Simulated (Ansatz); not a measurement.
Start from BeTe in the zinc blende structure (space group F-43m, No. 216).

```xyz
2
Lattice="0.0000 2.8284 2.8284 2.8284 0.0000 2.8284 2.8284 2.8284 0.0000" Properties=species:S:1:pos:R:3 pbc="T T T"
Be     0.0000     0.0000     0.0000
Te     1.4142     1.4142     1.4142
```

Cartesian axes are those of the cell as printed.

The values are results of r2SCAN (Ansatz, a quantum-chemistry and plane-wave program; PAW; 500 eV plane waves; spin-orbit coupling left out), not measurements.

Base values:

Pressure: 0.01 GPa
Band gap: 2.37 eV

Modification: tensile biaxial strain of 2.00 % in the plane normal to [001], as in epitaxy on a mismatched substrate; the out-of-plane cell vector and the atoms relax.

Question: How does this affect the out-of-plane strain, pressure and band gap?

Answer: The out-of-plane strain is -1.53 %; the pressure (mean of the normal stresses, compression positive) falls by 1.37 GPa to -1.36 GPa; the band gap shrinks by 0.215 eV to 2.16 eV.

With Te present, leaving out spin-orbit coupling can change the band edges. Stability against distortions was not tested.
